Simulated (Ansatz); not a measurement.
One P atom on a Si site, 3x3x3 cubic cells, neutral, without spin

Geometry as solved with PBE, support functions at accuracy medium on the grid of 420 eV in Ansatz (a first-principles code).

```xyz
216
Lattice="16.41 0.00 0.00 0.00 16.41 0.00 0.00 0.00 16.41" Properties=species:S:1:pos:R:3 pbc="T T T"
Si     0.00     0.00     0.00
Si     1.37     1.37     1.37
Si     2.74     2.74     0.00
Si     4.10     4.10     1.37
Si     2.74     0.00     2.74
Si     4.10     1.37     4.10
Si     0.00     2.74     2.74
Si     1.37     4.10     4.10
Si     0.00     0.00     5.47
Si     1.37     1.37     6.84
Si     2.75     2.75     5.46
Si     4.11     4.11     6.85
Si     2.74     0.00     8.20
Si     4.10     1.36     9.57
Si     0.00     2.73     8.20
Si     1.36     4.10     9.57
Si     0.00     0.00    10.94
Si     1.37     1.37    12.31
Si     2.74     2.73    10.94
Si     4.10     4.10    12.31
Si     2.74     0.00    13.68
Si     4.10     1.37    15.04
Si     0.00     2.74    13.68
Si     1.37     4.10    15.04
Si     0.00     5.47     0.00
Si     1.38     6.84     1.37
Si     2.74     8.20     0.00
Si     4.10     9.57     1.36
Si     2.75     5.47     2.75
Si     4.11     6.85     4.11
Si     0.00     8.20     2.73
Si     1.36     9.57     4.10
Si     0.00     5.47     5.47
Si     1.37     6.84     6.84
Si     2.73     8.21     5.47
Si     4.11     9.56     6.82
Si     2.73     5.47     8.21
Si     4.11     6.82     9.56
Si     0.00     8.20     8.20
Si     1.37     9.57     9.57
Si     0.00     5.47    10.94
Si     1.37     6.84    12.30
Si     2.75     8.21    10.93
Si     4.10     9.57    12.31
Si     2.74     5.47    13.68
Si     4.10     6.84    15.04
Si     0.00     8.20    13.67
Si     1.37     9.57    15.04
Si     0.00    10.94     0.00
Si     1.37    12.31     1.37
Si     2.74    13.67     0.00
Si     4.11    15.04     1.37
Si     2.74    10.94     2.74
Si     4.10    12.31     4.10
Si     0.00    13.67     2.74
Si     1.37    15.04     4.10
Si     0.00    10.94     5.47
Si     1.37    12.30     6.84
Si     2.74    13.68     5.47
Si     4.10    15.04     6.84
Si     2.75    10.93     8.21
Si     4.11    12.30     9.57
Si     0.00    13.67     8.20
Si     1.37    15.04     9.57
Si     0.00    10.94    10.94
Si     1.37    12.31    12.31
Si     2.74    13.67    10.94
Si     4.11    15.04    12.31
Si     2.74    10.94    13.68
Si     4.11    12.31    15.04
Si     0.00    13.67    13.67
Si     1.37    15.04    15.04
Si     5.47     0.00     0.00
Si     6.84     1.37     1.37
Si     8.20     2.73     0.00
Si     9.58     4.10     1.36
Si     8.21     0.00     2.73
Si     9.57     1.36     4.10
Si     5.46     2.75     2.75
Si     6.85     4.11     4.11
Si     5.47     0.00     5.47
Si     6.84     1.36     6.84
Si     8.21     2.73     5.47
Si     9.57     4.11     6.82
Si     8.21     0.00     8.21
Si     9.57     1.37     9.57
Si     5.47     2.73     8.21
Si     6.82     4.11     9.56
Si     5.47     0.00    10.94
Si     6.84     1.37    12.30
Si     8.21     2.75    10.93
Si     9.57     4.10    12.30
Si     8.20     0.00    13.67
Si     9.57     1.37    15.04
Si     5.47     2.73    13.68
Si     6.84     4.10    15.04
Si     5.47     5.47     0.00
Si     6.84     6.84     1.36
Si     8.21     8.20     0.00
Si     9.57     9.57     1.37
Si     8.21     5.47     2.73
Si     9.56     6.82     4.11
Si     5.47     8.21     2.73
Si     6.82     9.56     4.11
Si     5.47     5.47     5.47
P      6.84     6.84     6.84
Si     8.21     8.21     5.47
Si     9.56     9.57     6.85
Si     8.21     5.47     8.21
Si     9.57     6.85     9.56
Si     5.47     8.21     8.21
Si     6.85     9.56     9.57
Si     5.47     5.47    10.95
Si     6.84     6.84    12.31
Si     8.21     8.21    10.95
Si     9.57     9.57    12.31
Si     8.21     5.47    13.68
Si     9.57     6.84    15.04
Si     5.47     8.20    13.68
Si     6.84     9.57    15.04
Si     5.47    10.94     0.00
Si     6.84    12.30     1.37
Si     8.20    13.67     0.00
Si     9.57    15.04     1.37
Si     8.21    10.93     2.75
Si     9.57    12.30     4.10
Si     5.47    13.68     2.73
Si     6.84    15.04     4.10
Si     5.47    10.94     5.47
Si     6.84    12.31     6.84
Si     8.21    13.68     5.47
Si     9.57    15.04     6.84
Si     8.21    10.95     8.21
Si     9.58    12.31     9.57
Si     5.47    13.68     8.21
Si     6.84    15.04     9.57
Si     5.47    10.93    10.93
Si     6.84    12.30    12.30
Si     8.20    13.68    10.94
Si     9.57    15.04    12.31
Si     8.21    10.94    13.68
Si     9.57    12.31    15.04
Si     5.47    13.67    13.67
Si     6.84    15.04    15.04
Si    10.94     0.00     0.00
Si    12.31     1.37     1.37
Si    13.68     2.74     0.00
Si    15.04     4.10     1.37
Si    13.68     0.00     2.74
Si    15.04     1.37     4.10
Si    10.94     2.73     2.74
Si    12.31     4.10     4.10
Si    10.94     0.00     5.47
Si    12.30     1.37     6.84
Si    13.68     2.73     5.47
Si    15.04     4.10     6.84
Si    13.67     0.00     8.20
Si    15.04     1.37     9.57
Si    10.93     2.75     8.21
Si    12.31     4.10     9.57
Si    10.94     0.00    10.94
Si    12.31     1.37    12.31
Si    13.67     2.74    10.94
Si    15.04     4.10    12.31
Si    13.67     0.00    13.67
Si    15.04     1.37    15.04
Si    10.94     2.74    13.67
Si    12.31     4.10    15.04
Si    10.94     5.47     0.00
Si    12.30     6.84     1.37
Si    13.67     8.20     0.00
Si    15.04     9.57     1.37
Si    13.68     5.47     2.73
Si    15.04     6.84     4.10
Si    10.93     8.21     2.75
Si    12.31     9.57     4.10
Si    10.94     5.47     5.47
Si    12.31     6.84     6.84
Si    13.68     8.20     5.47
Si    15.04     9.57     6.84
Si    13.68     5.47     8.20
Si    15.04     6.84     9.57
Si    10.94     8.21     8.21
Si    12.31     9.57     9.57
Si    10.93     5.46    10.93
Si    12.30     6.84    12.30
Si    13.68     8.20    10.94
Si    15.04     9.57    12.31
Si    13.67     5.47    13.67
Si    15.04     6.84    15.04
Si    10.94     8.20    13.68
Si    12.31     9.57    15.04
Si    10.94    10.94     0.00
Si    12.31    12.31     1.37
Si    13.67    13.67     0.00
Si    15.04    15.04     1.37
Si    13.68    10.94     2.74
Si    15.04    12.31     4.10
Si    10.94    13.67     2.74
Si    12.31    15.04     4.10
Si    10.93    10.93     5.46
Si    12.30    12.30     6.84
Si    13.67    13.67     5.47
Si    15.04    15.04     6.84
Si    13.68    10.94     8.20
Si    15.04    12.31     9.57
Si    10.94    13.68     8.20
Si    12.31    15.04     9.57
Si    10.94    10.94    10.94
Si    12.31    12.31    12.31
Si    13.68    13.67    10.94
Si    15.04    15.04    12.31
Si    13.68    10.94    13.68
Si    15.04    12.31    15.04
Si    10.94    13.67    13.68
Si    12.31    15.04    15.04
```
